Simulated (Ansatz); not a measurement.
CsCl-type TiCo was calculated with r²SCAN in Ansatz (plane waves, PAW).

Settings: plane-wave cutoff 600 eV, 16×16×16 k mesh, Fermi–Dirac smearing 0.1 eV, finite displacements, no spin polarisation, scalar-relativistic PAW data made under PBE.

The cell has the measured lattice parameters. Conventional cell: a = 2.9950 Å, b = 2.9950 Å, c = 2.9950 Å, α = 90.00°, β = 90.00°, γ = 90.00°.

```cif
data_CoTi
_chemical_formula_sum 'Ti1 Co1'
_space_group_name_H-M_alt 'P 1'
_space_group_IT_number 1
_cell_length_a 2.99500
_cell_length_b 2.99500
_cell_length_c 2.99500
_cell_angle_alpha 90.000
_cell_angle_beta 90.000
_cell_angle_gamma 90.000
loop_
_space_group_symop_operation_xyz
  'x, y, z'
loop_
_atom_site_label
_atom_site_type_symbol
_atom_site_fract_x
_atom_site_fract_y
_atom_site_fract_z
_atom_site_occupancy
Ti1 Ti 0.00000 0.00000 0.00000 1
Co1 Co 0.50000 0.50000 0.50000 1
```

Harmonic phonon frequencies (cm⁻¹; i marks an imaginary mode):

| q point | frequencies |
|---|---|
| Γ | 0 0 0 206 206 206 |
| X | (withheld) |
| M | 92 92 103 154 261 261 |
| R | (withheld) |

Question: What belongs in the gaps?

Answer: 
- X, frequencies: 117 117 149 149 164 305
- R, frequencies: 110 110 110 265 265 265

No imaginary mode appears at these points.

Note: the cell isn't this level's own, so it is under some stress, which shifts stiffness and frequencies.

Ansatz is a quantum-chemistry and plane-wave program.
